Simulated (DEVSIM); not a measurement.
Structure: abrupt GaP n-p junction, at 300 K.

Layer 1 from the left is GaP, thickness (μm) 8.10, Nd (cm⁻³) 1.1e17, τn (s) 1.6e-6, τp (s) 1.6e-6. Layer 2 from the left is GaP, thickness (μm) 230, Na (cm⁻³) 3.9e16, τn (s) 1.6e-6, τp (s) 1.6e-6.

Left contact: ohmic. Right contact: ohmic. Voltage is applied to the left contact. Recombination: SRH at mid-gap, Auger. Mobility is μmin + (μ − μmin)/(1 + (N/Nref)^α).

This is a model device: material constants are rounded textbook-type values typed into the input, and sizes, dopings and lifetimes were drawn at random. Values at 300 K.

GaP: gap (eV) 2.26, affinity (eV) 3.8, permittivity 11.1, Nc (cm⁻³) 1.8e19, Nv (cm⁻³) 1.9e19, μn (cm²/Vs) 250, μp (cm²/Vs) 150, μn,min 10, μp,min 10, Nref,n 4.4e18, Nref,p 1e18, αn 0.8, αp 0.85, Cn (cm⁶/s) 1e-30, Cp (cm⁶/s) 1e-30.

Model (solved in DEVSIM): 1D drift-diffusion, Boltzmann statistics, complete ionisation; no tunnelling, impact ionisation, image-force lowering or self-heating.

Dark forward current:

```tsv
|V| (V)	|J| (A/cm²)
0.75	1.835e-13
0.80	4.937e-13
0.85	1.330e-12
0.90	3.585e-12
0.95	9.680e-12
1.00	2.618e-11
1.05	7.091e-11
1.10	1.925e-10
1.15	5.242e-10
1.20	1.434e-9
1.25	3.952e-9
1.30	1.106e-8
1.35	3.202e-8
1.40	9.929e-8
1.45	3.501e-7
1.50	1.489e-6
1.55	7.696e-6
1.60	4.592e-5
1.65	0.0002968
1.70	0.001990
1.75	0.01344
1.80	0.08639
1.85	0.4324
1.90	1.324
1.95	2.699
2.00	4.393
```

Q: Work out the local ideality factor n = ΔV / (kT/q · ln(J2/J1)) between the rows 0.75 and 0.80 V, 1.70 and 1.75 V, 1.95 and 2.00 V.

A: kT/q = 25.85 mV. From 0.75 to 0.80 V: ln(4.937e-13/1.835e-13) = 0.990, n = 1.95, near the 2 of recombination in the depletion region. From 1.70 to 1.75 V: ln(0.01344/0.001990) = 1.910, n = 1.01, near the 1 of diffusion or emission over a barrier. From 1.95 to 2.00 V: ln(4.393/2.699) = 0.487, n = 3.97; the layers' resistance at their doping, Σ W/(qμN) = 0.026 Ω cm², would take 44 mV of this step of 50 mV.

Q: Estimate the current at 1.70 V from the Shockley equation with J0 = Σ q ni² D/(N L) coth(W/L), τ joining the SRH, radiative and Auger lifetimes that are on, and W taken as the whole layer.

A: ni² = 3.67 cm⁻⁶; holes in the n layer: μ = 131 cm²/Vs, D = 3.40 cm²/s, τ = 1.57e-6 s, L = 23.1 μm, W/L = 0.35, term 2.33e-32 A/cm²; electrons in the p layer: μ = 245 cm²/Vs, D = 6.32 cm²/s, τ = 1.60e-6 s, L = 31.8 μm, W/L = 7.2, term 3.00e-32 A/cm². J0 = 5.34e-32 A/cm², and J = J0 exp(qV/kT) = 0.00194 A/cm². The simulation gives 0.00199 A/cm²; the estimate lies 2.4 % below. The estimate leaves out recombination in the depletion region and that region's share of W.
